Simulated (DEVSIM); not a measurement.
Structure: abrupt Si n-p junction, at 300 K.

Layer 1 from the left is Si, thickness (μm) 6.10, Nd (cm⁻³) 9.9e15, τn (s) 0.00024, τp (s) 0.00024. Layer 2 from the left is Si, thickness (μm) 0.640, Na (cm⁻³) 2.7e16, τn (s) 0.00024, τp (s) 0.00024.

Left contact: ohmic. Right contact: ohmic. Voltage is applied to the left contact. Recombination: SRH at mid-gap. Mobility is μmin + (μ − μmin)/(1 + (N/Nref)^α).

This is a model device: material constants are rounded textbook-type values typed into the input, and sizes, dopings and lifetimes were drawn at random. Values at 300 K.

Si: gap (eV) 1.124, affinity (eV) 4.05, permittivity 11.7, Nc (cm⁻³) 2.86e19, Nv (cm⁻³) 3.1e19, μn (cm²/Vs) 1417, μp (cm²/Vs) 470, μn,min 52, μp,min 45, Nref,n 9.7e16, Nref,p 2.2e17, αn 0.68, αp 0.72.

### Question
Estimate by hand the built-in potential, the peak field at zero bias, the capacitance at 3 V, and compare with a numerical solution.

### Answer

- Built-in potential: ni = √(Nc Nv) exp(−Eg/2kT) = 1.08e10 cm⁻³ with Eg = 1.124 eV; Vbi = kT/q ln(Na Nd/ni²) = 0.736 V; numerical 0.736 V.
- Peak field at zero bias: depletion approximation: W = √(2εVbi/(qN)) = 0.362 μm with N = 7.24e15 cm⁻³; field = 2Vbi/W = 40600 V/cm; numerical 39200 V/cm (estimate above by 3.7 %).
- Capacitance at 3 V: C = √(qεN / 2(Vbi + |V|)) = 12.7 nF/cm²; numerical 12.8 nF/cm² (estimate below by 0.71 %).

Simulated with DEVSIM: 1D drift-diffusion, Boltzmann statistics, complete ionisation; no tunnelling, impact ionisation, image-force lowering or self-heating.
